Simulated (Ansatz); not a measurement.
## Amorphous selenium (Se84)

Preparation: random packing, a CHGNet melt and quench, and a DFT relaxation. The hot cell started wider than the set density and was brought back towards it in steps. It is the lowest in DFT energy of 4 quenches. It is a model cell: composition and starting density were chosen by hand, and all elements were melted together. The geometry includes D3(BJ) dispersion.

Calculation: PBE-D3(BJ), scalar-relativistic without spin-orbit coupling, PAW (Ansatz default set, large-core Se) (plane waves to 420 eV; Ansatz, a program for electronic structure). Geometry, pressure, stress and energy are those of the PBE run. Its sampling: a 2×2×2 Γ-centred mesh; Fermi-Dirac width 0.05 eV; no spin polarisation. At PBE the levels at the empty edge of the gap are localised (band-tail or defect states).

The number of atoms in the cell is 84 and the density (volume relaxed, with D3(BJ)) is 4.54 g/cm³. The volume per atom comes out as 195.1 bohr^3 and the pressure on a 2×2×2 Γ-centred mesh comes out as 0.00 GPa. The largest force and stress component on that mesh (the relaxation ran on the zone centre alone) is 0.11 eV/Å and 0.3 GPa and the energy relative to trigonal Se (lowest mix at this level among the phases computed, not always the ambient ones) is 0.137 eV/atom. The level gap on a 2×2×2 Γ-centred mesh (PBE) comes out as 0.43 eV and the level gap at the zone centre (PBE) is 0.54 eV.

Neighbours within Se-Se 2.70 Å count as bonded.

```json
{
 "Mean coordination of Se": "1.98 (4 with 1, 78 with 2, 2 with 3)",
 "Mean Se-Se bond": "2.404 Å (spread 0.078 Å, 83 counted)",
 "Bond angle at Se": "mean 103.0°, spread 5.0°"
}
```

Its density started from a set value of 4.16 g/cm³. The quench (nominally 37 K/ps over its main leg) was far faster than any real one, so the model tends to hold more defects than a real film. Values belong to this one cell and scatter from quench to quench. The volume was free in the relaxation, at fixed shape.
